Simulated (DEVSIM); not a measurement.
Structure: CdS/CdTe n-p heterojunction, at 400 K.

Layer 1 from the left is CdS, thickness (μm) 0.110, Nd (cm⁻³) 2.6e17, τn (s) 1.6e-9, τp (s) 1.6e-9. Layer 2 from the left is CdTe, thickness (μm) 2.30, Na (cm⁻³) 1.3e16, τn (s) 1.6e-9, τp (s) 1.6e-9.

Left contact: ohmic. Right contact: ohmic. Voltage is applied to the left contact. Recombination: SRH at mid-gap, radiative, Auger. Mobility is constant in doping.

This is a model device: material constants are rounded textbook-type values typed into the input, and sizes, dopings and lifetimes were drawn at random. Values at 300 K; Nc and Nv go as T^1.5, mobilities as T to minus their exponent, the gap by Varshni's rule with the affinity fixed.

CdS: gap (eV) 2.4, affinity (eV) 4.3, permittivity 9, Nc (cm⁻³) 2.2e18, Nv (cm⁻³) 1.8e19, μn (cm²/Vs) 300, μp (cm²/Vs) 25, T exponent of μn 1.5, T exponent of μp 1.5, B (cm³/s) 1e-10, Cn (cm⁶/s) 1e-30, Cp (cm⁶/s) 1e-30, Varshni α (eV/K) 0.00039, Varshni β (K) 103. CdTe: gap (eV) 1.5, affinity (eV) 4.28, permittivity 10.2, Nc (cm⁻³) 8e17, Nv (cm⁻³) 1.8e19, μn (cm²/Vs) 1000, μp (cm²/Vs) 80, T exponent of μn 1.7, T exponent of μp 1.5, B (cm³/s) 1e-10, Cn (cm⁶/s) 1e-30, Cp (cm⁶/s) 1e-30, Varshni α (eV/K) 0.00031, Varshni β (K) 108.

Simulated with DEVSIM: 1D drift-diffusion, Boltzmann statistics, complete ionisation; no tunnelling, impact ionisation, image-force lowering or self-heating. Band offsets follow the typed affinities; no thermionic-emission limit at abrupt steps, no polarisation charge.

### Question
What does the simulation give for the largest field in the device at zero bias, the dark forward voltage at 1 A/cm², the dark forward voltage at 100 A/cm², the potential step across the device at zero bias?

### Answer
largest field in the device at zero bias 76000 V/cm; dark forward voltage at 1 A/cm² 0.847 V; dark forward voltage at 100 A/cm² 1.054 V; potential step across the device at zero bias 1.098 V.
